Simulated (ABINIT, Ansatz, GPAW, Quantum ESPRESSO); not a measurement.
HfGa₃ (I4/mmm, 4 atoms in the cell) computed with different codes at matched settings

Self-consistent single point.

```yaml
crystal:
  lattice:
    - [-1.92856, 1.92856, 4.50131]
    - [1.92856, -1.92856, 4.50131]
    - [1.92856, 1.92856, -4.50131]
  atoms:
    - { symbol: Hf, position: [0.00000, 0.00000, 0.00000] }
    - { symbol: Ga, position: [0.50000, 0.50000, 0.00000] }
    - { symbol: Ga, position: [0.75000, 0.25000, 0.50000] }
    - { symbol: Ga, position: [0.25000, 0.75000, 0.50000] }
```

All programs got the same cell, k-point mesh and kind of occupations (in Ansatz's words: kpoints.mp_grid.grid = 8 8 8; scf.occupations.method = gaussian; scf.occupations.width = 0.136 eV); potentials, basis and cutoffs are each program's usual ones.

| code | model | pressure (GPa) | cutoff |
|---|---|---|---|
| Quantum ESPRESSO | PBEsol, GBRV 1.5 ultrasoft (PBESOL) pseudopotentials | -1.44 | 50 Ry |
| ABINIT | PBEsol, norm-conserving pseudopotentials (PseudoDojo nc-sr-04 PBEsol standard) | -0.97 | 40 Ha |
| GPAW | PBEsol, GPAW PAW datasets PBEsol (made by gpaw-setup) | -0.38 | 550 eV |
| Ansatz | PBEsol, PAW files made with PBE | -1.39 | 420 eV |

The spread over the programs that give each value: pressure within 1.06 GPa.

The starting cell comes from a database of computed structures (which also holds hypothetical and non-ambient phases and stackings), without a prior relaxation at this level. On Ansatz's run: Spin-orbit coupling is off.

**Question.** Why do the programs differ, and what cannot be compared?

**Answer.** Differences of this kind can come from the potentials, where these differ, and from what each basis and cutoff leave unconverged. The valence holds different numbers of electrons (Quantum ESPRESSO 69, ABINIT 51, GPAW 21, Ansatz (a quantum-chemistry and plane-wave program) 65). The zero of total energies and Fermi levels follows the potentials and each program's conventions, so they are not compared here. Ansatz's pressure is given at a fixed set of plane waves, as the other plane-wave codes print theirs; with its correction for the finite basis it is -1.34 GPa.

Left out of this page: Elk and FLEUR (not drawn, or without a comparable value); SIESTA (unsound by tests on forces, stress, charge or solver warnings).

Keys are those of Ansatz 0.2.
